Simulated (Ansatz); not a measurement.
Base system: Sc in the hcp (Mg type) structure (space group P6_3/mmc, No. 194; a = 3.2754 Å, c = 5.1051 Å; relaxed with 0.1 eV smearing). Axes: x lies along a and z along c of the hexagonal cell.

All numbers come from Ansatz (a quantum-chemistry and plane-wave program) PBEsol, spin-orbit coupling left out.

For the base:

The pressure is 0.0 GPa.

The change: uniaxial strain ε_xx = +2.00 %, all other strain components held at zero, atoms relaxed at fixed cell.

Task: Estimate the effect on the largest internal atomic displacement, energy relative to the base and pressure.

Result: The largest internal atomic displacement amounts to 0.012 Å; the energy increases by 3.0 meV/atom; the pressure (mean of the normal stresses, compression positive) goes from zero to -1.1 GPa.

Whether these cells are dynamically stable was not tested. All final runs are without spin polarisation.
